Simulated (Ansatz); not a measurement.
Here is the system:

```yaml
crystal:
  lattice:
    - [3.95301, 0.00000, 0.00000]
    - [0.00000, 3.95301, 0.00000]
    - [0.00000, 0.00000, 3.95301]
  atoms:
    - { symbol: Mg, position: [0.00000, 0.00000, 0.00000] }
    - { symbol: Sn, position: [0.50000, 0.50000, 0.50000] }
    - { symbol: O, position: [0.00000, 0.50000, 0.50000] }
    - { symbol: O, position: [0.50000, 0.50000, 0.00000] }
    - { symbol: O, position: [0.50000, 0.00000, 0.50000] }
```

No spin polarisation.

Computed with Kohn–Sham DFT with the PBEsol functional, run in Ansatz (a quantum-chemistry and plane-wave program) with PAW and 420 eV plane waves, no spin-orbit coupling. Settings: 8×8×8 k-points, 0.05 eV Fermi–Dirac smearing.

Task: Predict the band gap and width of the top valence band.

Result: The band gap is 1.10 eV and the width of the top valence band is 1.21 eV.

The cells carry an imposed strain or load. Whether these cells are dynamically stable was not tested. The cell was made from MgSnO3 in the cubic perovskite structure (space group Pm-3m, No. 221; a hypothetical phase, not in the database extracts checked) by this change: isotropic strain −0.85 %. Many cubic perovskites are stable only at high temperature; tilts and polar distortions were not tested.
